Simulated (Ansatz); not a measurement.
Pressure series in CdSe

Take CdSe in the zinc blende structure (space group F-43m, No. 216; a = 6.196 Å) as the base.

Cell and atoms are relaxed at each pressure.

Calculations: DFT with PBE, PAW potentials and a 420 eV plane-wave cutoff in Ansatz (an electronic-structure program), without spin-orbit coupling.

| pressure (GPa) | volume per atom (Å³/atom) |
|---|---|
| -2 | 31.275 |
| -1 | 30.452 |
| 0 | 29.737 |
| 0.9 | 29.174 |
| 4.5 | 27.370 |
| 9 | ? |
| 15 | 24.180 |
| 22.5 | 22.734 |
| 30 | 21.622 |

### Question
Fit the third-order Birch–Murnaghan form P(V) = (3B₀/2)[(V₀/V)^(7/3) − (V₀/V)^(5/3)]·[1 + (3/4)(B₀′ − 4)((V₀/V)^(2/3) − 1)] (squares taken in P) to the rows shown and predict the withheld row.

### Answer
Least squares on the printed values gives V₀ = 29.741 Å³/atom, B₀ = 44.8 GPa, B₀′ = 4.6; this predicts 25.755 Å³/atom, and the run gives 25.756 Å³/atom, in agreement.

Load acts through the strain it causes; cell and atoms are relaxed under it. Stability against distortions was not tested. Tetrahedral semiconductors of this kind turn to denser phases somewhere between about 1 and 50 GPa; those were not computed, so compressed cells here can lie past the real transition.
